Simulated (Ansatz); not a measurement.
An Ansatz (a program for electronic structure) run: ZnCu2SnS4 with a change (isotropic strain −1.26 %); PBE/PAW in Ansatz, no spin-orbit coupling.

Input:

Ansatz 0.2 input:
```yaml
crystal:
  lattice:
    - [-2.6997129495, 2.6997129495, 5.3985330849]
    - [2.6997129495, -2.6997129495, 5.3985330849]
    - [2.6997129495, 2.6997129495, -5.3985330849]
  atoms:
    - { symbol: Cu, position: [0, 0, 0] }
    - { symbol: Cu, position: [0.75, 0.25, 0.5] }
    - { symbol: Zn, position: [0.25, 0.75, 0.5] }
    - { symbol: Sn, position: [0.5, 0.5, 0] }
    - { symbol: S, position: [0.6368842294, 0.6289439069, 0.5246216904] }
    - { symbol: S, position: [0.1043222165, 0.112262539, 0.4753783096] }
    - { symbol: S, position: [0.3710560931, 0.8956777835, 0.0079403225] }
    - { symbol: S, position: [0.887737461, 0.3631157706, 0.9920596775] }
basis: { ecutwfc: 420, ecutrho_ratio: 4, xc_grid: 2, fft_grid_basis: typed }
kpoints: { mp_grid: { grid: [9, 9, 9] } }
hamiltonian:
  xc: pbe
  dispersion: none
  pseudopotentials: { kind: paw }
scf: { occupations: { method: fermi_dirac, width: 0.05 }, convergence: { dr2_threshold: 0.0000000008 } }
relax: { f_tol: 0.005, max_steps: 50 }
output: { forces: true, stress: true }
checkpoint: { write: state.ck, write_every: 1000 }
```

Output (explanatory and most iteration lines left out):

```
Relaxation: its limit of steps is 50 (relax.max_steps)
Pseudopotential: Cu, paw, valence charge 19
Pseudopotential: Zn, paw, valence charge 12
Pseudopotential: Sn, paw, valence charge 14
Pseudopotential: S, paw, valence charge 6
Crystal: 8 atoms, lattice volume = 157.388 Å³
Basis set: ecut = 420 eV, 3067 PW (Γ), exchange–correlation on 90×90×90 points (8 copies of the dense FFT grid, shifted against one another)
Bands: 53, of which v1, the nominal top of the filled ones, is band 44 counted from 1 (43 counted from 0)
Symmetry: 4 space group operations
Space group: I-4 (ITA 82), of the structure as read, at distance tolerance 5.4e-5 Å
k-points: 105 of 729 (time reversal used)
Functional: x = pbe(κ = 0.804, μ = 0.2195149727645171), c = pbe(β = 0.06672455060314922)
SCF iter   1: F=—  HF=-26205.498902 eV  |F-HF|=—  |Δ(HF+E_count)|=         —  Δρ=1.10e-3  dr2=1.46e-3  ethr=1.77e-3  ⟨swp⟩=6.9  Hψ=23089  notcnv=0  defer=81
SCF iter   2: F=—  HF=-26205.499424 eV  |F-HF|=—  |Δ(HF+E_count)|=   5.22e-4  Δρ=1.25e-3  dr2=1.38e-3  ethr=1.66e-6  ⟨swp⟩=2.8  Hψ=11176  notcnv=0  defer=210
SCF 1 converged in 11 iterations: F = -26205.499483 eV  dr2 = 7.87e-10
relax step   1: F+E_penalty+E_count = -26205.49948261 eV  Δ(F+E_penalty+E_count) = +0.000e0 eV  max|allowed force component| = 5.140e-2 eV/Å  Δτ_max = 0.0000 Å  (11 SCF iters, accepted)
Crystal: 8 atoms, lattice volume = 157.388 Å³
SCF iter   1: F=—  HF=-26205.500558 eV  |F-HF|=—  |Δ(HF+E_count)|=         —  Δρ=5.16e-4  dr2=2.61e-4  ethr=2.67e-7  ⟨swp⟩=2.0  Hψ=16547  notcnv=0  defer=353
SCF iter   2: F=—  HF=-26205.500557 eV  |F-HF|=—  |Δ(HF+E_count)|=   7.15e-7  Δρ=3.55e-4  dr2=1.18e-4  ethr=2.67e-7  ⟨swp⟩=2.0  Hψ=9701  notcnv=0  defer=353
SCF 2 converged in 10 iterations: F = -26205.500565 eV  dr2 = 1.31e-10
relax step   2: F+E_penalty+E_count = -26205.50056519 eV  Δ(F+E_penalty+E_count) = -1.083e-3 eV  max|allowed force component| = 1.650e-2 eV/Å  Δτ_max = 0.0056 Å  (10 SCF iters, accepted)
Crystal: 8 atoms, lattice volume = 157.388 Å³
SCF iter   1: F=—  HF=-26205.500592 eV  |F-HF|=—  |Δ(HF+E_count)|=         —  Δρ=1.85e-4  dr2=3.35e-5  ethr=2.75e-7  ⟨swp⟩=2.2  Hψ=10522  notcnv=0  defer=353
SCF iter   2: F=—  HF=-26205.500606 eV  |F-HF|=—  |Δ(HF+E_count)|=   1.40e-5  Δρ=1.32e-4  dr2=1.62e-5  ethr=3.81e-8  ⟨swp⟩=2.0  Hψ=11026  notcnv=0  defer=353
SCF 3 converged in 9 iterations: F = -26205.500636 eV  dr2 = 2.90e-10
relax step   3: F+E_penalty+E_count = -26205.50063567 eV  Δ(F+E_penalty+E_count) = -7.048e-5 eV  max|allowed force component| = 2.990e-3 eV/Å  Δτ_max = 0.0017 Å  (9 SCF iters, accepted)
SCF converged after 9 iterations
Free energy (F): -26205.500636 eV
Internal energy: -26205.500148 eV  (E = F + TS)
E sigma→0 (E₀):  -26205.500392 eV
Entropy (-TS):   -0.000488 eV (-0.061 meV/atom)
Fermi energy:    8.502701 eV
--- Forces (eV/Å), atoms counted from 1 ---
  atom   1  Cu    -0.00000000    -0.00000000     0.00000000
  atom   2  Cu    -0.00000000     0.00000000     0.00000000
  atom   3  Zn     0.00000000    -0.00000000     0.00000000
  atom   4  Sn    -0.00000000     0.00000000     0.00000000
  atom   5  S     -0.00022265     0.00299038     0.00278953
  atom   6  S      0.00022265    -0.00299038     0.00278953
  atom   7  S      0.00299038     0.00022265    -0.00278953
  atom   8  S     -0.00299038    -0.00022265    -0.00278953
--- Stress (GPa, compression-positive) ---
        2.824724       0.000000      -0.000000
       -0.000000       2.824724      -0.000000
       -0.000000      -0.000000       2.839919
  P = ⅓ Tr σ = 2.8298 GPa (28.298 kbar)
--- Relaxed structure (3 steps of the walk, 3 accepted, 0 SCFs on fresh bases) ---
  atoms:
    - { symbol: Cu, position: [-6.271871965299368e-22, 1.1922783309203601e-20, 7.529982303440195e-21] }
    - { symbol: Cu, position: [0.7499999999999999, 0.25, 0.5] }
    - { symbol: Zn, position: [0.25, 0.7499999999999999, 0.5] }
    - { symbol: Sn, position: [0.49999999999999994, 0.49999999999999994, 7.529982303439829e-21] }
    - { symbol: S, position: [0.6374289040371246, 0.6293964031808366, 0.5262675478027536] }
    - { symbol: S, position: [0.10312885537808292, 0.11116135623437101, 0.47373245219724636] }
    - { symbol: S, position: [0.3706035968191634, 0.8968711446219172, 0.008032500856288094] }
    - { symbol: S, position: [0.8888386437656289, 0.3625710959628753, 0.991967499143712] }
```

Whether these cells are dynamically stable was not tested. The final runs are not spin-polarised. The cell was made from ZnCu$_{2}$SnS$_{4}$ (space group I-4, No. 82) by this change: isotropic strain −1.26 %.
